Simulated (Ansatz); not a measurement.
## A computed series for Nb: pressure series

The parent structure is Nb in the bcc (W type) structure (space group Im-3m, No. 229).

```yaml
crystal:
  lattice:
    - [-1.62356, 1.62356, 1.62356]
    - [1.62356, -1.62356, 1.62356]
    - [1.62356, 1.62356, -1.62356]
  atoms:
    - { symbol: Nb, position: [0.00000, 0.00000, 0.00000] }
```

Cell and atoms are relaxed at each pressure.

Level of theory: Kohn–Sham DFT with the LDA functional, run in Ansatz (a first-principles code) with PAW and 420 eV plane waves, scalar-relativistic without spin-orbit coupling.

Notes on the quantities. enthalpy: H = E + PV relative to the base's energy.

```
case                    enthalpy  shortest interatomic distance
-----------------  -------------  -----------------------------
base                           –                        2.812 Å
pressure −2 GPa    -0.21 eV/atom                        2.822 Å
pressure −1 GPa    -0.11 eV/atom                        2.817 Å
pressure 0.9 GPa   +0.10 eV/atom                        2.808 Å
pressure 2.1 GPa   +0.22 eV/atom                        2.802 Å
pressure 4.5 GPa   +0.48 eV/atom                        2.791 Å
pressure 9 GPa     +0.94 eV/atom                              …
pressure 15 GPa    +1.55 eV/atom                        2.749 Å
pressure 22.5 GPa  +2.28 eV/atom                        2.722 Å
pressure 30 GPa    +3.00 eV/atom                        2.698 Å
```

Problem. Fill in the withheld entries from the trend.

Solution. 
- pressure 9 GPa, shortest interatomic distance: 2.772 Å

Load acts through the strain it causes; cell and atoms are relaxed under it. Whether these cells are dynamically stable was not tested. No other phases were tried under pressure. All final runs are without spin polarisation.
